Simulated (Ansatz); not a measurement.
# Carrier doping in hypothetical P6_422 BAs

The reference is BAs (space group P6_422, No. 181; a = 3.459 Å, c = 7.482 Å; a hypothetical phase, not in the database extracts checked).

Carriers are added at fixed cell with a uniform background; the Fermi–Dirac width is that of 300 K.

The values are results of PBE in Ansatz (plane waves to 420 eV, PAW, without spin-orbit coupling), not measurements.

Notes on the quantities. Fermi level from band edge: Fermi level relative to the doped band's edge (positive inside the band; to 0.05 eV).

```csv
electron density (10^21 cm⁻³),Fermi level from band edge (eV)
2,0.40
3,?
5,0.60
20,1.15
```

### Question
Fit E_F = C n^s, fitted as a line in log–log form (a parabolic band gives s = 2/3) to the rows shown and predict the withheld row.

### Answer
Least squares on the printed values gives C = 0.29 eV, s = 0.46 (largest residual 0.01 eV); this predicts 0.48 eV, and the run gives 0.50 eV, in agreement.

Carriers are added with a uniform compensating background; total energy and stress of such cells depend on the potential's zero and are not compared; many-body gap narrowing is missing at this level. Whether these cells are dynamically stable was not tested. The base started in P3_121 and relaxed to P6_422 at this level.

Ansatz is a quantum-chemistry and plane-wave program.
